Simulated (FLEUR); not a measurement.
Worked example: self-consistent single point of La₃Ag (P6_3/mmc, 8 atoms in the cell) in FLEUR.

Level of theory: LDA (Perdew-Zunger), all-electron FLAPW (FLEUR), scalar-relativistic valence.

The change in words: lattice scaled by 0.98. Reference geometry:
```yaml
crystal:
  lattice:
    - [7.33244, 0.00000, 0.00000]
    - [-3.66622, 6.35008, 0.00000]
    - [0.00000, 0.00000, 5.48761]
  atoms:
    - { symbol: La, position: [0.35371, 0.17686, 0.75000] }
    - { symbol: La, position: [0.64629, 0.82315, 0.25000] }
    - { symbol: La, position: [0.17686, 0.35371, 0.25000] }
    - { symbol: La, position: [0.82315, 0.64629, 0.75000] }
    - { symbol: La, position: [0.82315, 0.17686, 0.75000] }
    - { symbol: La, position: [0.17686, 0.82315, 0.25000] }
    - { symbol: Ag, position: [0.66667, 0.33333, 0.25000] }
    - { symbol: Ag, position: [0.33333, 0.66667, 0.75000] }
```

Reference input (self-consistent single point, DFT, LDA (Perdew-Zunger), all-electron FLAPW (FLEUR), scalar-relativistic valence): Kmax = 3.8 1/bohr; GmaxXC = 11.4 1/bohr; xcFunctional = pz; jspins = 1; l_soc = F; mode = gauss; fermiSmearingEnergy = 0.00367493 Htr; mesh (inpgen div1-3) = 3 3 4; inpgen gamma flag = true; Gmax = 11.4 1/bohr; numbands = 0; maxIterBroyd = 15. This run's input differs from it in these lines:

```diff
@@ -3,6 +3,6 @@
 &input film=f /
-1.0000000000 -0.0000000308 0.0000000000
--0.4999999733 0.8660254192 0.0000000000
-0.0000000000 0.0000000000 0.7484016683
-13.8563051210
+1.0000000000 0.0000000078 0.0000000000
+-0.5000000068 0.8660253999 0.0000000000
+0.0000000000 0.0000000000 0.7484017323
+13.5791784121
 1.0 1.0 1.0
@@ -50,5 +50,5 @@
          <bravaisMatrix>
-            <row-1>   13.8563051210000001    -0.0000004267741977     0.0000000000000000</row-1>
-            <row-2>   -6.9281521905366539    11.9999124509771313     0.0000000000000000</row-2>
-            <row-3>    0.0000000000000000     0.0000000000000000    10.3700818690302334</row-3>
+            <row-1>   13.5791784120999992     0.0000001059175916     0.0000000000000000</row-1>
+            <row-2>   -6.7895892983884130    11.7599134146523490     0.0000000000000000</row-2>
+            <row-3>    0.0000000000000000     0.0000000000000000    10.1626806468264022</row-3>
          </bravaisMatrix>
```

Output (repeated stretches shortened):

```
 Iteration:     1   Distance:       9.69423679 me/bohr^3
 Iteration:     2   Distance:       7.30784340 me/bohr^3
 Iteration:     3   Distance:       3.64078936 me/bohr^3
 Iteration:     4   Distance:       4.05405745 me/bohr^3
 Iteration:     5   Distance:       1.05812277 me/bohr^3
   [... 12 lines left out ...]
 Iteration:    18   Distance:       0.00007129 me/bohr^3
 Iteration:    19   Distance:       0.00002945 me/bohr^3
 Iteration:    20   Distance:       0.00001108 me/bohr^3
 Iteration:    21   Distance:       0.00000575 me/bohr^3
 Reset of history
 Run finished successfully
 Stop message:
   Structural relaxation: new displacements generated

[file out, last iteration]
             iter=     22
[...]
          total density-effective poten   -1.0338012321E+05
          total charge density-energy d   -1.4753239289E+03
 Updated energy parameters for spin:           1
[...]
 fermi energy and band-weighting factors:
   [... 7 lines left out ...]

[...]
FERMIE:
          first approx. to ef    (T=0)  :   0.374402 htr   (energy of the highest occ. eigenvalue)
          number of occ. states  (T=0)  :        449
          first approx. to seigv (T=0)  : -26.865356 htr
          sum of weights of occ. states :  50.138889
          sum of semicore charge        :   0.000000 e
          fermi energy=   0.37434 har   work function= -10.18635 ev
   [... lines left out ...]
          total moment                 =     0.00000
 Direct bandgap for spin            1 :    3.9807420397335314E-003  Htr
 ---->    free energy=                    -61572.5014318315 htr
   [... lines left out ...]
      extrapolation for T->0
 ---->    total electron energy=          -61572.5014318315 htr
 ***** TOTAL FORCES ON ATOMS *****
 TOTAL FORCE FOR ATOM TYPE=  1  X=  3.602   Y=  2.080   Z= -2.541
                       FX_TOT= 0.002069 FY_TOT= 0.001195 FZ_TOT= 0.000000
 TOTAL FORCE FOR ATOM TYPE=  2  X= -6.790   Y=  3.920   Z=  2.541
                       FX_TOT= 0.000000 FY_TOT= 0.000000 FZ_TOT= 0.000000
```

The run converged in 21 iterations. FLEUR gives forces in its relaxation mode, with a further iteration, so its stop message speaks of a relaxation. Against the reference run the total energy goes down by 47.2 meV/atom.

The starting cell comes from a database of computed structures (which also holds hypothetical and non-ambient phases and stackings), without a prior relaxation at this level. Its lattice was rescaled by a random factor within 2.5 % of one. For this run, on top of that: lattice scaled by 0.98. Values depend on the basis (sphere radii, cutoffs, local orbitals), which need not be converged. The log's line on a gap gives a spacing of levels on this mesh, which the program prints for metals too.

Cost on one core of a shared machine: roughly 7 min.
